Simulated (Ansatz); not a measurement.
Results of PBE-D4 (PAW; Ansatz, an electronic-structure program) for Fe₄N (Pm-3m, No. 221; cell taken from a computed entry).

Numerical settings: plane-wave cutoff 500 eV, 12×12×12 k mesh, Fermi–Dirac smearing 0.05 eV, spin-polarised start, scalar-relativistic PAW data made under PBE.

Computed at the level's own relaxed cell.

Predict the equilibrium volume per atom and equilibrium lattice constant a.


- equilibrium volume per atom: 10.57 Å³/atom
- equilibrium lattice constant a: 3.752 Å

The run finds no gap.

Note: the magnetic order was assumed, not searched for or taken from measurement; a distance lies near a switch of the dispersion term, which can move the cell; the relaxation could not lower the start's symmetry, so the cell can be a saddle point above a distorted one.

Static lattice: no zero-point or thermal effects.

Computing time: very roughly 2.7 core-minutes.
